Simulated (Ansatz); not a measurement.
Start from ZnS in the wurtzite structure (space group P6_3mc, No. 186; a = 3.806 Å, c = 6.245 Å).

Computed with r2SCAN in Ansatz (plane waves to 500 eV, PAW, no spin-orbit coupling).

One change was made to it. Results:

```tsv
quantity	base	after
band gap	2.78 eV	2.80 eV
shortest interatomic distance	2.333 Å	2.331 Å
electron mass	0.18 mₑ along c, 0.21 mₑ across (at Γ)	0.18 mₑ along c, 0.21 mₑ across (at Γ)
```

**Question.** Which of these changes matches the shifts?
(A) pressure 5 GPa
(B) pressure −1 GPa
(C) pressure 10 GPa
(D) pressure 0.3 GPa

**Answer.** D, pressure 0.3 GPa. For comparison, the band gap in the other runs: pressure −1 GPa gives 2.72 eV; pressure 5 GPa gives 3.04 eV; pressure 10 GPa gives 3.26 eV.

Load acts through the strain it causes; cell and atoms are relaxed under it. Masses are band curvatures over ±0.01 Å⁻¹ around the edge. Stability against distortions was not tested. Tetrahedral semiconductors of this kind turn to denser phases somewhere between about 1 and 50 GPa; those were not computed, so compressed cells here can lie past the real transition.

Ansatz is a program for electronic structure.
